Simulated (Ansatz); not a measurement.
The reference is a 9-atom supercell of TiS$_{2}$ in the CdI2 type structure (space group P-3m1, No. 164; layered, stacked along the Cartesian z axis) at its relaxed geometry.

```xyz
9
Lattice="5.0407 -2.9103 0.0000 0.0000 5.8206 0.0000 -1.6802 -2.9103 5.5229" Properties=species:S:1:pos:R:3 pbc="T T T"
Ti     0.0000     0.0000     0.0000
Ti     3.3605     0.0000     0.0000
Ti     1.6802     2.9103     0.0000
S      0.0000     1.9402     1.4280
S      3.3605     1.9402     1.4280
S      1.6802    -0.9701     1.4280
S      1.6802     0.9701     4.0949
S      0.0000    -1.9402     4.0949
S      3.3605    -1.9402     4.0949
```

Computed with PBE-D3(BJ)/PAW in Ansatz (a program for electronic structure), scalar-relativistic without spin-orbit coupling, earlier PAW set.

One neutral defect a cell, atoms relaxed at fixed cell.

One change was made to it. Results:

| quantity | base | after |
|---|---|---|
| largest displacement of a host atom from its site in the perfect cell | – | 0.14 Å |
| pressure | 0.0 GPa | 2.4 GPa |

Task: What was done to the base?
(A) S vacancy, symmetric start
(B) P on a S site, symmetric start
(C) Pb on a S site, symmetric start
(D) H interstitial (started 1.97 Å from the nearest host atom)

Result: D, H interstitial (started 1.97 Å from the nearest host atom). For comparison, the pressure in the other runs: P on a S site, symmetric start gives -1.4 GPa; S vacancy, symmetric start gives 1.8 GPa; Pb on a S site, symmetric start gives 1.5 GPa.

The cell is small, so the values are those of an ordered compound at a high defect concentration; dilute-limit values will differ. Defects with a symmetric start kept the site's symmetry and may sit on a saddle; the others started slightly shaken. All final runs are without spin polarisation.
